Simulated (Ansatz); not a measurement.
Levels about the gap of amorphous In9Ga9Zn9O39Sc2 (68 atoms in a cell of 859 Å³, 5.73 g/cm³; zone centre alone, so wide bands show as single levels with stretches between that a denser mesh fills), at the geometry that PBE relaxed, where it gives 3.2 GPa on a denser mesh. The participation number counts the atoms over which a state spreads; weights are charges in smoothed Voronoi cells. The levels come from a single point, so bond lengths are those of that geometry. Method of the levels: PBE, scalar-relativistic without spin-orbit coupling (Ansatz, an electronic-structure program). Sampling: the zone centre alone; Fermi-Dirac width 0.02 eV; no spin polarisation. At PBE the levels at the filled edge of the gap are localised (band-tail or defect states).

The cell was made by melting and quenching with the CHGNet potential and then relaxed with DFT. O atoms were pushed apart under 1.9 Å during the dynamics, to hinder bonds among them. The hot cell started wider than the set density and was brought back towards it in steps. It is the lowest in DFT energy of 2 quenches. It is a model cell: composition and starting density were chosen by hand, and all elements were melted together. No dispersion term was used. Its density started from a set value of 5.73 and ended at 5.73 g/cm³. The quench (nominally 320 K/ps over its main leg) was far faster than any real one, so the model tends to hold more defects than a real film. A cell of this size samples the disorder only roughly. The volume was held where the preparation left it and the shape relaxed, at a PBE pressure of 3.2 GPa. Stress components on the final sampling reach 3.3 GPa.

| E - E(highest filled), eV | filling | participation number | largest on | weight O | weight In | weight Zn | weight Ga |
|---|---|---|---|---|---|---|---|
| -0.25 | filled | 21.5 | O, 3 neighbours | 0.89 | 0.03 | 0.06 | 0.01 |
| -0.23 | filled | 18.2 | O, 3 neighbours | 0.88 | 0.02 | 0.08 | 0.02 |
| -0.22 | filled | 25.0 | O, 4 neighbours | 0.84 | 0.02 | 0.13 | 0.01 |
| -0.19 | filled | 21.8 | O, 3 neighbours | 0.84 | 0.02 | 0.12 | 0.02 |
| -0.17 | filled | 20.2 | O, 3 neighbours | 0.86 | 0.01 | 0.10 | 0.02 |
| -0.13 | filled | 14.6 | O, 3 neighbours | 0.86 | 0.02 | 0.11 | 0.01 |
| 0.00 | filled | 10.6 | O, 3 neighbours | 0.85 | 0.02 | 0.12 | 0.01 |
| 1.19 | empty | 60.8 | In, 5 neighbours | 0.52 | 0.22 | 0.13 | 0.11 |
| 3.58 | empty | 30.3 | In, 5 neighbours | 0.56 | 0.30 | 0.04 | 0.06 |
| 3.69 | empty | 40.0 | In, 7 neighbours | 0.58 | 0.29 | 0.06 | 0.06 |
| 3.88 | empty | 36.4 | In, 5 neighbours | 0.55 | 0.29 | 0.05 | 0.06 |
| 4.10 | empty | 46.9 | In, 6 neighbours | 0.58 | 0.20 | 0.08 | 0.13 |
| 4.22 | empty | 39.4 | In, 6 neighbours | 0.56 | 0.24 | 0.10 | 0.07 |
| 4.53 | empty | 28.4 | In, 4 neighbours | 0.50 | 0.29 | 0.07 | 0.07 |

Most localised among these is the filled level at +0.00 eV, on a O atom, which has 3 neighbours (Ga 1.88 Å, In 2.11 Å, In 2.20 Å).
